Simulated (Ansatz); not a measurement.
C11b MoSi2 was calculated with LDA in Ansatz (plane waves, PAW).

Numerical settings: plane-wave cutoff 520 eV, 24×24×24 k mesh, Fermi–Dirac smearing 0.05 eV, no spin polarisation, scalar-relativistic PAW data made under PBE.

Results at a series of volumes:

| V (Å³/atom) | E − E_lowest (meV/atom) | P (GPa) |
|---|---|---|
| 12.538 | 15.75 | 10.03 |
| 12.799 | 3.79 | 4.74 |
| 13.061 | 0.00 | -0.01 |
| 13.322 | 3.55 | -4.27 |
| 13.583 | 13.68 | -8.09 |

Task: Fit the third-order Birch–Murnaghan equation and give B0 and B′.

Result: V0 = 13.060 Å³/atom, B0 = 225 GPa, B′ = 4.4 (fit to the energies at full precision).

Shape and atoms are relaxed at each volume.

Measured, for comparison: bulk modulus 222 ± 2 GPa (room temperature, not corrected to a static lattice, B' = 4; as tabulated in Structural stability of MoSi2 and Mo5Si3 under high pressure, Chin. Phys. B 26 …). Computed (rounded) less measured: bulk modulus +1 %. A static lattice is as a rule a little smaller and stiffer than an uncorrected measurement, which narrows the difference in the bulk modulus and would widen misses of the other sign.

Note: the bulk modulus comes from volumes at which shape and atoms were relaxed.

Static lattice: no zero-point or thermal effects.

Ansatz is a first-principles code.
